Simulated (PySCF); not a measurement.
PySCF 2.14.0, BP86/def2-svp, df: Zr(H)3(acac) (CC1=CC(C)=[O]->[ZrH3][O]1), 18 atoms. The geometry is a generated start, not checked to be a minimum at this level.

- task = energy
- method = bp86
- basis = def2-svp
- two-electron scheme = density fitting
- mol.max_memory = 3000 MB
- mf.max_cycle = 100
- mf.init_guess = minao (default)
- mf.conv_tol = 1e-09 (default)
- mf.grids.level = 3 (default)
- effective core potentials = those of the basis set, past Kr
- basis functions = 179
- grid points = 219224

```xyz
18

Zr     0.2434    -2.5403     0.1583
H      1.6823    -3.4499     0.8543
H      0.2815    -3.1308    -1.6302
H     -1.1185    -3.0768     1.3465
C      2.1464     1.4100     1.0083
C      1.0647     0.4910     0.5011
C     -0.0886     1.0351    -0.0666
C     -1.1293     0.2220    -0.5460
C     -2.3532     0.8681    -1.1450
O     -1.0917    -1.0403    -0.5012
O      1.2647    -0.7617     0.6212
H      1.8943     2.4534     0.8553
H      2.3032     1.2209     2.0697
H      3.0795     1.1772     0.4971
H     -0.1843     2.1058    -0.1355
H     -3.2289     0.5642    -0.5735
H     -2.2787     1.9502    -1.1518
H     -2.4868     0.5019    -2.1618
```

Charge 0 and multiplicity 1 are set for this test and not shown to be the ground state.

With the defaults (mf.DIIS = CDIIS, mf.diis = true, mf.damp = 0, mf.diis_start_cycle = 1, mf.diis_space = 8, mf.level_shift = 0, mf.diis_damp = 0) it converges in 18 Fock builds. One run each on 2 threads, 1 BLAS thread, with these changes:
- mf.DIIS = EDIIS
- mf.damp = 0.3, mf.diis_start_cycle = 4
- mf.level_shift = 0.3 Hartree
- mf.level_shift = 1 Hartree
- mf.diis_space = 12
- mf.diis = false
- mf.DIIS = ADIIS
- mf.diis_damp = 0.3
- mf.diis_space = 5

Problem. Name the settings that don't reach the solution of the defaults.

Solution. No convergence: mf.DIIS = EDIIS; mf.diis = false (the run ends without SCF convergence in 100 cycles). The rest reach the solution of the defaults.

```csv
setting,Fock builds,end
mf.diis_damp = 0.3,16,same solution
the defaults,18,same solution
mf.diis_space = 12,18,same solution
mf.diis_space = 5,21,same solution
"mf.damp = 0.3, mf.diis_start_cycle = 4",28,same solution
mf.DIIS = ADIIS,34,same solution
mf.level_shift = 0.3 Hartree,34,same solution
mf.level_shift = 1 Hartree,69,same solution
mf.DIIS = EDIIS,101,no convergence
mf.diis = false,101,no convergence
```
